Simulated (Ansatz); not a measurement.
The parent structure is Sc in the hcp (Mg type) structure (space group P6_3/mmc, No. 194; relaxed with 0.1 eV smearing).

```
CELL_PARAMETERS angstrom
      3.31794     0.00000     0.00000
     -1.65897     2.87342     0.00000
      0.00000     0.00000     5.18600
ATOMIC_POSITIONS crystal
  Sc 0.66667 0.33333 0.75000
  Sc 0.33333 0.66667 0.25000
```

Cartesian axes are those of the cell as printed.

The values are results of DFT with PBE, PAW potentials and a 420 eV plane-wave cutoff in Ansatz (an electronic-structure program), scalar-relativistic without spin-orbit coupling, not measurements.

For the base:

The pressure comes out as 0.0 GPa.

The change: biaxial strain −2.00 %, plane normal [001], relaxed out of plane (Cartesian); in-plane vectors clamped, the third vector and the atoms free.

Question: Estimate the effect on the pressure.

Answer: The pressure (mean of the normal stresses, compression positive) goes from zero to 1.7 GPa.

Question: Estimate the effect on the out-of-plane strain.

Answer: The out-of-plane strain amounts to +1.22 %.

Whether these cells are dynamically stable was not tested. The final runs are not spin-polarised.
